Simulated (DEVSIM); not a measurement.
Structure: illuminated In0.53Ga0.47As p-on-n cell, one wavelength, at 250 K.

Layer 1 from the left is In0.53Ga0.47As, thickness (μm) 0.970, Na (cm⁻³) 8.3e17, τn (s) 2e-9, τp (s) 2.8e-9, absorption coefficient (cm⁻¹) 33000. Layer 2 from the left is In0.53Ga0.47As, thickness (μm) 0.620, Nd (cm⁻³) 2.6e16, τn (s) 3e-8, τp (s) 3e-8, absorption coefficient (cm⁻¹) 33000.

Left contact: ohmic, minority electron recombination velocity 400 cm/s. Right contact: ohmic, minority hole recombination velocity 300 cm/s. Voltage is applied to the left contact. Recombination: SRH at mid-gap, radiative, Auger. Light enters at the left, 8e17 photons cm⁻² s⁻¹, one pass, no reflection. Mobility is μmin + (μ − μmin)/(1 + (N/Nref)^α).

This is a model device: material constants are rounded textbook-type values typed into the input, and sizes, dopings and lifetimes were drawn at random. Values at 300 K; Nc and Nv go as T^1.5, mobilities as T to minus their exponent, the gap by Varshni's rule with the affinity fixed.

In0.53Ga0.47As: gap (eV) 0.74, affinity (eV) 4.51, permittivity 13.9, Nc (cm⁻³) 2.1e17, Nv (cm⁻³) 7.7e18, μn (cm²/Vs) 12000, μp (cm²/Vs) 300, μn,min 300, μp,min 10, Nref,n 1.3e17, Nref,p 4.9e17, αn 0.48, αp 0.4, T exponent of μn 1.6, T exponent of μp 1.6, B (cm³/s) 9.6e-11, Cn (cm⁶/s) 5e-29, Cp (cm⁶/s) 5e-29, Varshni α (eV/K) 0.00035, Varshni β (K) 190.

Simulated with DEVSIM: 1D drift-diffusion, Boltzmann statistics, complete ionisation; no tunnelling, impact ionisation, image-force lowering or self-heating.

Dark forward current:

```
|V| (V)  |J| (A/cm²)
-------  -----------
0.05        2.553e-7
0.10        1.060e-6
0.15        3.785e-6
0.20        1.323e-5
0.25        4.705e-5
0.30       0.0001763
0.35       0.0007409
0.40        0.003816
0.45         0.02533
0.50          0.2057
0.55           1.784
0.60           14.12
0.65           115.1
0.70           928.8
0.75            5735
```

Q: Work out the local ideality factor n = ΔV / (kT/q · ln(J2/J1)) between the rows 0.10 and 0.15 V, 0.50 and 0.55 V, 0.70 and 0.75 V.

A: kT/q = 21.54 mV. From 0.10 to 0.15 V: ln(3.785e-6/1.060e-6) = 1.273, n = 1.82. From 0.50 to 0.55 V: ln(1.784/0.2057) = 2.160, n = 1.07, near the 1 of diffusion or emission over a barrier. From 0.70 to 0.75 V: ln(5735/928.8) = 1.820, n = 1.28; the layers' resistance at their doping, Σ W/(qμN) = 5.2e-6 Ω cm², would take 25 mV of this step of 50 mV.

Q: What current could the absorbed light give at most, and what share is collected?

A: Σ αd = 5.25, so qΦ(1 − exp(−Σ αd)) = 127 mA/cm². The simulated short-circuit current is 124.4 mA/cm², a share of 0.98.

Q: Estimate the open-circuit voltage by superposition: the voltage at which the dark current equals that short-circuit current.

A: Interpolating ln J in the table gives 0.488 V. The simulation gives 0.488 V, the same within the digits that matter. Superposition holds where collection doesn't change with voltage.

Q: Estimate the fill factor from FF0 = (v − ln(v + 0.72))/(v + 1), v = qVoc/(nkT), with n from the dark curve.

A: The rows about Voc, 0.45 and 0.50 V, give n = 1.11, so v = 20.4 and FF0 = 0.811. The simulation gives 0.806, the same within the digits that matter.
